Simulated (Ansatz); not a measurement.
Amorphous Si18O26C12H24, 80 atoms at 1.50 g/cm³, one PBE-relaxed geometry, zone centre. Methods: PBE, scalar-relativistic without spin-orbit coupling (Ansatz, a program for electronic structure); r2SCAN, scalar-relativistic without spin-orbit coupling (Ansatz); HSE06, scalar-relativistic without spin-orbit coupling (Ansatz). Plane waves to 420 eV (r2SCAN 500 eV); exact exchange is cut at the cell's faces. At PBE the levels at both edges of the gap are localised (band-tail or defect states), and the nearest spread-out levels lie 3.2 eV apart at the zone centre. The higher rungs were started with moments on some atoms, which died out.

It comes from a melt-quench run on a machine-learned potential (CHGNet), relaxed afterwards by DFT. O atoms were pushed apart under 1.9 Å during the dynamics, to hinder bonds among them. The hot cell started wider than the set density and was brought back towards it in steps. It is the lowest in DFT energy of 2 quenches. It is a model cell: composition and starting density were chosen by hand, and all elements were melted together. No dispersion term was used. Its density started from a set value of 1.50 and ended at 1.50 g/cm³. The simulated quench (nominally 340 K/ps over its main leg) is rapid and tends to freeze in more defects than a deposited or slowly cooled glass has. A cell of this size samples the disorder only roughly. Volume and shape were free in the relaxation.

The relaxation ran on the zone centre alone. At PBE the gap between localised states is 1.08 eV on a 2×2×2 Γ-centred mesh, and the spacing at the zone centre alone 1.12 eV.

Task: What zone-centre spacing does r2SCAN give, roughly?

Result: 1.30 eV (+0.18 eV against PBE).

Task: What zone-centre spacing does HSE06 give, roughly?

Result: 2.04 eV (+0.92 eV against PBE).

The highest filled and the lowest empty state spread over these numbers of atoms (participation numbers): PBE: 5.2 and 3.1; r2SCAN: 5.0 and 3.1; HSE06: 4.7 and 3.2.
